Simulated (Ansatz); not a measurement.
CoP₂ (P2₁/c, No. 14; cell taken from a computed entry)

Calculation: LDA in Ansatz (PAW).

Settings: plane-wave cutoff 520 eV, 8×6×8 k mesh (along the axes of the cell as run), Fermi–Dirac smearing 0.01 eV, no spin polarisation, scalar-relativistic PAW data made under PBE.

Cell (relaxed with PBEsol):

```xyz
12
Lattice="5.4749 0.0000 -0.0136 0.0000 5.4837 0.0000 -2.2958 0.0000 5.0581" Properties=species:S:1:pos:R:3 pbc="T T T"
Co    -0.3230     2.7362     3.9919
Co     3.5022     2.7475     1.0526
Co     2.3543     5.4781     3.5816
Co     0.8249     0.0057     1.4628
P     -1.1385     4.7798     4.4017
P      4.3177     0.7039     0.6428
P      3.1698     2.0380     3.1719
P      0.0094     3.4458     1.8726
P      1.4383     2.0305     0.9225
P      1.7409     3.4533     4.1220
P      2.8888     4.7723     1.5929
P      0.2904     0.7114     3.4516
```

- band gap: 0.50 eV
- smallest direct gap on the k points sampled: 0.51 eV
- Γ–Γ gap: 1.64 eV

Measured, for comparison: band gap 0.34 ± 0.03 eV (temperature not stated, the source names no phase, not corrected to a static lattice, transport: resistivity slope; as tabulated in Kang et al. (2022), doi:10.1039/d2ra04175h).

Note: cell and atoms aren't relaxed at this level (largest force component 0.09 eV/Å, pressure -3.8 GPa); this cell isn't known to be the ambient phase, and symmetry holds it in the calculation.

The computed numbers hold no vibrational or temperature effects.

It cost around 6 core-minutes (rough) of CPU time.

Ansatz is a quantum-chemistry and plane-wave program.
